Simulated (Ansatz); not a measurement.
An Ansatz (a quantum-chemistry and plane-wave program) input (plane-wave PAW DFT at the r2SCAN level (Ansatz, 500 eV), no SOC):

Ansatz 0.2 input:
```yaml
crystal:
  lattice:
    - [8.0886215059, 0, 0]
    - [0, 4.1179527054, 0]
    - [0, 0, 11.5540644438]
  atoms:
    - { symbol: Bi, position: [0.8813879616, 0.25, 0.1269047029] }
    - { symbol: Bi, position: [0.1186120384, 0.75, 0.8730952971] }
    - { symbol: Bi, position: [0.6186120384, 0.75, 0.6269047029] }
    - { symbol: Bi, position: [0.3813879616, 0.25, 0.3730952971] }
    - { symbol: Se, position: [0.3068825328, 0.75, 0.5353375005] }
    - { symbol: Se, position: [0.6931174672, 0.25, 0.4646624995] }
    - { symbol: Se, position: [0.1931174672, 0.25, 0.0353375005] }
    - { symbol: Se, position: [0.8068825328, 0.75, 0.9646624995] }
    - { symbol: Br, position: [0.0373829804, 0.75, 0.2892730219] }
    - { symbol: Br, position: [0.9626170196, 0.25, 0.7107269781] }
    - { symbol: Br, position: [0.4626170196, 0.25, 0.7892730219] }
    - { symbol: Br, position: [0.5373829804, 0.75, 0.2107269781] }
basis: { ecutwfc: 500, ecutrho_ratio: 4, xc_grid: 4, fft_grid_basis: typed }
kpoints: { mp_grid: { grid: [4, 7, 3] } }
hamiltonian:
  xc: r2scan
  dispersion: none
  pseudopotentials: { kind: paw }
scf: { occupations: { method: fermi_dirac, width: 0.05 }, convergence: { dr2_threshold: 0.0000000012 } }
output: { forces: true, stress: true }
```

Problem. Which symmetry and how many k-points will the program report, and about how many plane waves at Γ?

Solution. Space group Pnma (ITA 62) with 8 operations, k-points 24 of 84, and 9785 plane waves at Γ.

Whether these cells are dynamically stable was not tested. The cell is BiSeBr (space group Pnma, No. 62; a cell from a computed database, its experimental status unchecked).
